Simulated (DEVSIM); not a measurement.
Device: Si p+/n-/n+ power diode, at 300 K.

| layer (left to right) | material | thickness (μm) | Nd (cm⁻³) | Na (cm⁻³) | τn (s) | τp (s) |
|---|---|---|---|---|---|---|
| 1 | Si | 2.50 | - | 4e18 | 0.00022 | 0.00022 |
| 2 | Si | 47.0 | 7e15 | - | 0.00022 | 0.00022 |
| 3 | Si | 6.80 | 1.4e18 | - | 0.00022 | 0.00022 |

Left contact: ohmic. Right contact: ohmic. Voltage is applied to the left contact. Recombination: SRH at mid-gap. Mobility is μmin + (μ − μmin)/(1 + (N/Nref)^α).

This is a model device: material constants are rounded textbook-type values typed into the input, and sizes, dopings and lifetimes were drawn at random. Values at 300 K.

| parameter | Si |
|---|---|
| gap (eV) | 1.124 |
| affinity (eV) | 4.05 |
| permittivity | 11.7 |
| Nc (cm⁻³) | 2.86e19 |
| Nv (cm⁻³) | 3.1e19 |
| μn (cm²/Vs) | 1417 |
| μp (cm²/Vs) | 470 |
| μn,min | 52 |
| μp,min | 45 |
| Nref,n | 9.7e16 |
| Nref,p | 2.2e17 |
| αn | 0.68 |
| αp | 0.72 |

Model (solved in DEVSIM): 1D drift-diffusion, Boltzmann statistics, complete ionisation; no tunnelling, impact ionisation, image-force lowering or self-heating.

The thickness of layer 3 was swept, all else fixed.

```csv
thickness of layer 3 (μm),dark forward voltage at 1 A/cm² (V),dark forward voltage at 100 A/cm² (V)
1.4,0.740,0.877
2.4,0.750,0.882
4.1,0.758,0.888
6.8,0.764,0.892
12,0.770,0.897
20,0.774,0.902
34,0.776,0.907
```

From the first row to the last the dark forward voltage at 1 A/cm² goes from 0.740 to 0.776. From the first row to the last the dark forward voltage at 100 A/cm² goes from 0.877 to 0.907.
